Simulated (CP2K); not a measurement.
**CP2K run on Cs₃Bi₂ (C2/c, 10 atoms in the cell): self-consistent single point**

Level of theory: PBEsol, GPW, DZVP-MOLOPT-SR-GTH basis, GTH-PBE potentials (GTH_POTENTIALS) (CP2K 2026.2).

This input was run:

```
&GLOBAL
  PROJECT run
  RUN_TYPE ENERGY_FORCE
  PRINT_LEVEL MEDIUM
&END GLOBAL
&FORCE_EVAL
  METHOD Quickstep
  STRESS_TENSOR ANALYTICAL
  &DFT
    BASIS_SET_FILE_NAME BASIS_MOLOPT
    POTENTIAL_FILE_NAME GTH_POTENTIALS
    &QS
      METHOD GPW
      EPS_DEFAULT 1E-10
    &END QS
    &MGRID
      CUTOFF 500
      REL_CUTOFF 60
      NGRIDS 5
    &END MGRID
    &SCF
      SCF_GUESS ATOMIC
      EPS_SCF 1E-6
      MAX_SCF 100
      ADDED_MOS 13
      &DIAGONALIZATION
        ALGORITHM STANDARD
      &END DIAGONALIZATION
      &MIXING
        METHOD BROYDEN_MIXING
        ALPHA 0.3
        NBUFFER 8
        BETA 1.5
      &END MIXING
      &SMEAR ON
        METHOD MARZARI_VANDERBILT
        SIGMA [eV] 0.136
      &END SMEAR
    &END SCF
    &KPOINTS
      SCHEME MONKHORST-PACK 4 4 3
      GAMMA_CENTERED T
    &END KPOINTS
    &XC
      &XC_FUNCTIONAL
        &PBE
          PARAMETRIZATION PBESOL
        &END PBE
      &END XC_FUNCTIONAL
    &END XC
    &PRINT
      &MO
        EIGENVALUES T
        OCCUPATION_NUMBERS T
        NDIGITS 8
        FILENAME mo
        &EACH
          QS_SCF 0
        &END EACH
        ADD_LAST NUMERIC
      &END MO
      &MULLIKEN ON
      &END MULLIKEN
    &END PRINT
  &END DFT
  &SUBSYS
    &CELL
      A 7.10651600 0.00000000 0.00000000
      B -0.16908000 7.10450400 0.00000000
      C -1.83218900 -1.87631200 9.64572000
      PERIODIC XYZ
    &END CELL
    &COORD
      SCALED
      Bi       0.31344000     0.87770000     0.16040000
      Bi       0.12230000     0.68656000     0.33960000
      Bi       0.68656000     0.12230000     0.83960000
      Bi       0.87770000     0.31344000     0.66040000
      Cs       0.66429000     0.75921000     0.48516000
      Cs       0.24079000     0.33571000     0.01484000
      Cs       0.33571000     0.24079000     0.51484000
      Cs       0.75921000     0.66429000     0.98516000
      Cs       0.83937000     0.16063000     0.25000000
      Cs       0.16063000     0.83937000     0.75000000
    &END COORD
    &KIND Bi
      BASIS_SET DZVP-MOLOPT-SR-GTH
      POTENTIAL GTH-PBE-q5
    &END KIND
    &KIND Cs
      BASIS_SET DZVP-MOLOPT-SR-GTH
      POTENTIAL GTH-PBE-q9
    &END KIND
  &END SUBSYS
  &PRINT
    &FORCES ON
    &END FORCES
    &STRESS_TENSOR ON
    &END STRESS_TENSOR
  &END PRINT
&END FORCE_EVAL
```

Output, abridged:

```
 GLOBAL| Method name                                                        CP2K
 GLOBAL| Project name                                                        run
 GLOBAL| Run type                                                   ENERGY_FORCE

 CELL| Volume [angstrom^3]:                                           486.995729
 CELL| Vector a [angstrom]:       7.107     0.000     0.000   |a| =     7.106516
 CELL| Vector b [angstrom]:      -0.169     7.105     0.000   |b| =     7.106516
 CELL| Vector c [angstrom]:      -1.832    -1.876     9.646   |c| =     9.995868
 CELL| Angle (b,c), alpha [degree]:                                   100.561722
 CELL| Angle (a,c), beta  [degree]:                                   100.561722
 CELL| Angle (a,b), gamma [degree]:                                    91.363324
 CELL| Numerically orthorhombic:                                              NO
 CELL| Periodicity                                                           XYZ

 DFT| Spin restricted Kohn-Sham (RKS) calculation                            RKS
 DFT| Multiplicity                                                             1
 DFT| Number of spin states                                                    1
 DFT| Charge                                                                   0
 DFT| XC density smoothing                                                  NONE
 DFT| XC derivatives                                                          PW

 QS| Method:                                                                 GPW
 QS| Density plane wave grid type                        NON-SPHERICAL FULLSPACE
 QS| Number of grid levels:                                                    5
 QS| Density cutoff [a.u.]:                                                250.0
 QS| Multi grid cutoff [a.u.]: 1) grid level                               250.0
   [... lines left out ...]
 BRILLOUIN| Wavefunction type                                            COMPLEX
 BRILLOUIN| List of Kpoints [2 Pi/Bohr]                                       26
 BRILLOUIN| Number           Weight            X              Y              Z
 BRILLOUIN|     1           0.04167       -0.25000       -0.25000       -0.33333
 BRILLOUIN|     2           0.04167       -0.25000       -0.25000        0.00000
 BRILLOUIN|     3           0.04167       -0.25000       -0.25000        0.33333
   [... 23 lines left out ...]
 *******************************************************************************

 Extrapolation method: initial_guess

 Re-scaling the density matrix to get the right number of electrons
                  # Electrons              Trace(P)               Scaling factor
                           74                74.000                        1.000

 Number of electrons:                                                         74
 Number of occupied orbitals:                                                 37
 Number of molecular orbitals:                                                50

 Number of orbital functions:                                                136
 Number of independent orbital functions:                                    136
 SCF WAVEFUNCTION OPTIMIZATION

  Step     Update method      Time    Convergence         Total energy    Change
     1 NoMix/Diag. 0.30E+00      -     0.64198858      -143.5792327126 -1.44E+02
     2 Broy./Diag. 0.30E+00      -     0.01391994      -143.3687047801  2.11E-01
     3 Broy./Diag. 0.30E+00      -     0.10409600      -142.6573413730  7.11E-01
     4 Broy./Diag. 0.30E+00      -     0.00993380      -142.6077668776  4.96E-02
     5 Broy./Diag. 0.30E+00      -     0.01402311      -142.7173672667 -1.10E-01
     6 Broy./Diag. 0.30E+00      -     0.00352127      -142.7653857099 -4.80E-02
     7 Broy./Diag. 0.30E+00      -     0.00337317      -142.7825164396 -1.71E-02
   [... 12 lines left out ...]
    20 Broy./Diag. 0.30E+00      -     0.00000570      -142.7559919892 -5.05E-05
    21 Broy./Diag. 0.30E+00      -     0.00000249      -142.7560303372 -3.83E-05
    22 Broy./Diag. 0.30E+00      -     0.00000208      -142.7560282484  2.09E-06
    23 Broy./Diag. 0.30E+00      -     0.00000131      -142.7560144332  1.38E-05
    24 Broy./Diag. 0.30E+00      -     0.00000060      -142.7560042630  1.02E-05
  *** SCF run converged in    24 steps ***

  Electronic density on regular grids:        -73.9999999999        0.0000000001
  Core density on regular grids:               73.9999999843       -0.0000000157
  Total charge density on r-space grids:       -0.0000000157
  Total charge density g-space grids:          -0.0000000157

  Overlap energy of the core charge distribution:               0.00000000085489
  Self energy of the core charge distribution:               -300.51255090622226
  Core Hamiltonian energy:                                     58.68380627857642
  Hartree energy:                                             123.45084186266182
  Exchange-correlation energy:                                -24.37761197025912
  Smearing free energy correction:                             -0.00048952893322
  Fermi energy:                                                 0.14797605948902

  Total energy:                                              -142.75600426303296

                     Mulliken Population Analysis

 #  Atom  Element  Kind  Atomic population                           Net charge
       1     Bi       1          5.909314                             -0.909314
       2     Bi       1          5.909316                             -0.909316
       3     Bi       1          5.909316                             -0.909316
       4     Bi       1          5.909312                             -0.909312
       5     Cs       2          8.473934                              0.526066
       6     Cs       2          8.473950                              0.526050
       7     Cs       2          8.473943                              0.526057
       8     Cs       2          8.473941                              0.526059
       9     Cs       2          8.233492                              0.766508
      10     Cs       2          8.233482                              0.766518
 # Total charge                             74.000000                  0.000000

 ENERGY| Total FORCE_EVAL ( QS ) energy [hartree]           -142.756005086880776

 FORCES| Atomic forces [hartree/bohr]
 FORCES|   Atom     x               y               z               |f|
 FORCES|      1  2.37792453E-03  3.94115805E-03 -3.57494279E-03   5.82816162E-03
 FORCES|      2 -3.88348896E-03 -2.47107363E-03  3.57494652E-03   5.82820161E-03
 FORCES|      3 -2.37792768E-03 -3.94113895E-03  3.57492006E-03   5.82813604E-03
 FORCES|      4  3.88348124E-03  2.47104806E-03 -3.57491264E-03   5.82816484E-03
 FORCES|      5 -2.19370634E-04 -5.63855266E-04 -3.48474190E-04   6.98205197E-04
 FORCES|      6  5.59549967E-04  2.36824283E-04  3.52250516E-04   7.02326372E-04
 FORCES|      7  2.19366925E-04  5.63827205E-04  3.48468843E-04   6.98178701E-04
 FORCES|      8 -5.59527128E-04 -2.36826949E-04 -3.52228503E-04   7.02298034E-04
 FORCES|      9  9.31349361E-05 -8.71828846E-05 -3.24162240E-06   1.27614575E-04
 FORCES|     10 -9.31432534E-05  8.72199596E-05  3.21375234E-06   1.27645271E-04
 FORCES| Sum    -5.45975973E-11 -1.19304431E-10 -5.56966464E-11
 FORCES| Total atomic force                                       1.42536175E-10

 STRESS| Analytical stress tensor [bar]
 STRESS|                        x                   y                   z
 STRESS|      x        7.65128553766E+03   1.11097538925E+03  -3.41931892250E+02
 STRESS|      y        1.11097538925E+03   7.70419661964E+03  -3.50075788340E+02
 STRESS|      z       -3.41931892250E+02  -3.50075788340E+02   8.37158000982E+03
 STRESS| 1/3 Trace                                             7.90902072238E+03
```

The run converged in 24 iterations.

The starting cell comes from a database of published, mostly measured structures (it also holds non-ambient and calculated ones), without a prior relaxation at this level. Its lattice was rescaled by a random factor within 2.5 % of one. Values carry the incompleteness of an atom-centred basis. The potentials were made for another functional than the one used.

Cost on one core of a shared machine: roughly 2 min.
